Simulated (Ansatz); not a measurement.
## MgTe: energy against strain

MgTe (zinc blende, F-43m, 33.375 Å³/atom at rest, cube axes along x, y and z) under a strain ε along a cube axis (axis z), the other axes held. PBEsol in Ansatz, a plane-wave DFT program (PAW, default set), 420 eV, 9×9×9 Γ-centred mesh, Fermi-Dirac smearing 0.05 eV; ions are relaxed within the symmetry of each cell.

Here s stands for strain and y for E less E0.

```csv
strain (%),E less E0 (meV/atom)
-3.00,?
-1.50,1.04
-1.00,0.45
-0.50,0.11
0.00,0.00
0.50,0.13
1.00,0.49
1.50,1.09
```

### Question
Fit y against s with a parabola, and predict the withheld value at s = -3.00.

### Answer
Least squares gives y = 0.000 + 0.0179·s + 0.4729·s². Residuals (row less fit): 0.003, -0.005, 0.001, 0.000, 0.003, -0.001, -0.001; standard error 0.003 (degrees of freedom: 4). Twice the quadratic coefficient over the volume, 2 × 0.4729 meV × 10⁴ × 0.1602 / 33.375 Å³, is the elastic constant C11 = 45 ± 0.1 GPa. At the withheld row, y = 0.000 + 0.0179 × (-3.0) + 0.4729 × (-3.0)² = 4.202 meV/atom. The calculation gives 4.25 meV/atom, 0.048 meV/atom above the prediction (1.1 % of the range of y in the table). The row lies outside the fitted rows, so this is an extrapolation. The fitted rows scatter only by rounding.

One order more, fitted to all 13 runs of the series, follows each within 0.01, so the miss is the next term of a smooth law. MgTe stands in this structure, whereas wurtzite is the usual form. Rows are the converged runs of the series near zero and its far end; series whose fitted rows scatter by over a few per cent of the range, as at a crossing or softening among them, aren't shown in this form. Most that stay on the fit to the last digits aren't either.
